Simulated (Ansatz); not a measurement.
**Effect of 1 layer on TiS2**

Start from TiS2 in the CdI2 type structure (space group P-3m1, No. 164; a = 3.361 Å, c = 5.522 Å; layered, stacked along the Cartesian z axis).

The change: a free-standing slab of 1 layer (3 atoms, 3 a layer) is cut normal to the stacking axis, with 15 Å of vacuum and the in-plane cell relaxed.

Computed with PBE-D3(BJ), PAW, 420 eV (Ansatz, an electronic-structure program; spin-orbit coupling left out). Γ-centred 16×16×1 mesh, Fermi–Dirac width 0.05 eV, for the changed cell.

The layer's space group (with vacuum) is P-3m1 (No. 164) and the shortest interatomic distance goes up by 0.006 Å to 2.415 Å. The band gap remains zero and the excess energy per area of both faces (slab less bulk energy over the cell's area: twice a surface energy) comes out as 0.53 J/m² (uncertain by up to 0.05 J/m²). The thickness between the outermost nuclei comes out as 2.86 Å and the in-plane lattice parameter a rises by 0.0117 Å (3.361 Å → 3.372 Å).

Final structure:

```
CELL_PARAMETERS angstrom
      3.37235     0.00000     0.00000
      1.68618     2.92054     0.00000
      0.00000     0.00000    17.85583
ATOMIC_POSITIONS crystal
  S  0.66667 0.66667 0.41994
  Ti 0.00000 0.00000 0.50000
  S  0.33333 0.33333 0.58006
```

The excess energy carries the mismatch between the slab's and the bulk's meshes. Whether these cells are dynamically stable was not tested. The base started in P3m1 and relaxed to P-3m1 at this level. All final runs are without spin polarisation. A zero or small gap of TiS2 can be the functional's error rather than a property of the material.
